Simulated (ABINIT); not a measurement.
**Pressure against volume in rock-salt CaO (space group 225) (ABINIT, LDA)**

```
CaO
1.0
    0.00000     2.31146     2.31146
    2.31146     0.00000     2.31146
    2.31146     2.31146     0.00000
Ca O
1 1
Cartesian
  0.00000   0.00000   0.00000
  2.31146   2.31146   2.31146
```

Computed with LDA (PW92), norm-conserving pseudopotentials (PseudoDojo nc-sr-04 LDA standard) (plane waves; ABINIT). Settings: pseudos = [Ca.upf, O.upf]; ecut = 110 Ry; ixc = 7; occopt = 3; tsmear = 0.00036749 Ha; ngkpt = 12 12 12; nshiftk = 1; shiftk = 0 0 0; potentials = PseudoDojo nc-sr-04 LDA standard; nband = 13; kptopt = 1; nstep = 50; tolvrs = 1e-11. The cell above is the first row's. The rows scale it uniformly. In all rows fractional positions and the k mesh are held.

| V (Å^3/atom) | P (GPa) |
|---|---|
| 12.350 | 7.53 |
| 12.618 | 4.22 |
| 12.887 | 1.25 |
| 13.155 | -1.40 |
| 13.424 | -3.78 |
| 13.692 | -5.90 |
| 13.961 | -7.80 |
| 14.229 | -9.50 |
| 14.498 | ? |

The 8 complete rows are fitted with a cubic, P against V. With u = V - 13.3, the rows have u = -0.9500, -0.6820, -0.4130, -0.1450, 0.1240, 0.3920, 0.6610, 0.9290. Least squares gives P = -2.718 - 8.7984·u + 1.8489·u² - 0.2555·u³. Residuals (row less fit): 0.002, -0.004, 0.001, 0.003, 0.001, -0.002, 0.000, 0.001; standard error 0.003 (degrees of freedom: 4). The fitted pressure is zero at V0 = 13.01, where dP/dV = -9.937, so B0 = -V0·dP/dV = 129 GPa.

**Question.** Estimate the missing P (V = 14.498); what did the run itself give?

**Answer.** u = 1.1980, so P = -2.718 - 8.7984 × 1.1980 + 1.8489 × 1.1980² - 0.2555 × 1.1980³ = -11.044 GPa. The calculation gives -11.03 GPa, 0.014 GPa above the prediction (0.1 % of the range of P in the table). The row lies outside the fitted rows, so this is an extrapolation. From the scatter of the fitted rows alone, a prediction at this place has a standard error of 0.007 GPa, so the miss is 2.0 times that.

Carrying the step between the two nearest rows on in a straight line would have given -11.21, off by 0.18; series whose last step already gives the withheld value aren't shown. The scan was laid around a cell of about the measured size, scaled by a guess for this functional. The runs keep the symmetry of the cell, so they don't test it for distortions. Cutoffs and mesh are single choices, not tested for convergence of this quantity. Series with a scatter that would blur these digits, or in which a gap closes, are not shown.
